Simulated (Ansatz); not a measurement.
## Rb: element substitutions

Take Rb in the bcc (W type) structure (space group Im-3m, No. 229; a = 5.749 Å) as the base.

Each row replaces one element on all its sites; cell and atoms are relaxed.

The values are results of Ansatz (a quantum-chemistry and plane-wave program), r2SCAN, PAW, cutoff 500 eV, no spin-orbit coupling, earlier PAW set, not measurements.

Candidates:
(a) Rb → La
(b) Rb → Sr
(c) Rb → Cs

For the base:

```
Item                Value
---------------  --------
Volume per atom  95.00 Å³
```

### Question
Order them by volume per atom, lowest first.

### Answer
(a) Rb → La (38.25 Å³), (b) Rb → Sr (55.80 Å³), (c) Rb → Cs (123.61 Å³)

No phonon test of stability was made. For La in this form, whether it has been made was not checked. The final runs are not spin-polarised. This is not the structure that La has at room temperature and ambient pressure. This is not the structure that Sr has at room temperature and ambient pressure.
